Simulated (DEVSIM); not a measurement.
System: abrupt Si p-n junction, at 300 K.

| layer (left to right) | material | thickness (μm) | Nd (cm⁻³) | Na (cm⁻³) | τn (s) | τp (s) |
|---|---|---|---|---|---|---|
| 1 | Si | 4.00 | - | 4.4e15 | 2.5e-5 | 2.5e-5 |
| 2 | Si | 4.70 | 2.3e15 | - | 2.5e-5 | 2.5e-5 |

Left contact: ohmic. Right contact: ohmic. Voltage is applied to the left contact. Recombination: SRH at mid-gap. Mobility is μmin + (μ − μmin)/(1 + (N/Nref)^α).

Constants are typed, rounded textbook-type inputs, not results; the design itself was drawn at random and stands for no fabricated device. Values at 300 K.

| parameter | Si |
|---|---|
| gap (eV) | 1.124 |
| affinity (eV) | 4.05 |
| permittivity | 11.7 |
| Nc (cm⁻³) | 2.86e19 |
| Nv (cm⁻³) | 3.1e19 |
| μn (cm²/Vs) | 1417 |
| μp (cm²/Vs) | 470 |
| μn,min | 52 |
| μp,min | 45 |
| Nref,n | 9.7e16 |
| Nref,p | 2.2e17 |
| αn | 0.68 |
| αp | 0.72 |

Model (solved in DEVSIM): 1D drift-diffusion, Boltzmann statistics, complete ionisation; no tunnelling, impact ionisation, image-force lowering or self-heating.

The thickness of layer 2 was swept, all else fixed.

```json
[
 {"thickness of layer 2 (μm)": "0.94", "dark forward voltage at 1 A/cm² (V)": "0.525", "dark forward voltage at 100 A/cm² (V)": "0.710"},
 {"thickness of layer 2 (μm)": "1.6", "dark forward voltage at 1 A/cm² (V)": "0.537", "dark forward voltage at 100 A/cm² (V)": "0.714"},
 {"thickness of layer 2 (μm)": "2.8", "dark forward voltage at 1 A/cm² (V)": "0.546", "dark forward voltage at 100 A/cm² (V)": "0.723"},
 {"thickness of layer 2 (μm)": "4.7", "dark forward voltage at 1 A/cm² (V)": "___", "dark forward voltage at 100 A/cm² (V)": "___"},
 {"thickness of layer 2 (μm)": "8", "dark forward voltage at 1 A/cm² (V)": "0.557", "dark forward voltage at 100 A/cm² (V)": "0.763"},
 {"thickness of layer 2 (μm)": "14", "dark forward voltage at 1 A/cm² (V)": "0.561", "dark forward voltage at 100 A/cm² (V)": "0.807"},
 {"thickness of layer 2 (μm)": "24", "dark forward voltage at 1 A/cm² (V)": "0.566", "dark forward voltage at 100 A/cm² (V)": "0.876"}
]
```

Question: Some entries are withheld; supply them.

Answer: 
- 4.7, dark forward voltage at 1 A/cm² (V): 0.552
- 4.7, dark forward voltage at 100 A/cm² (V): 0.738
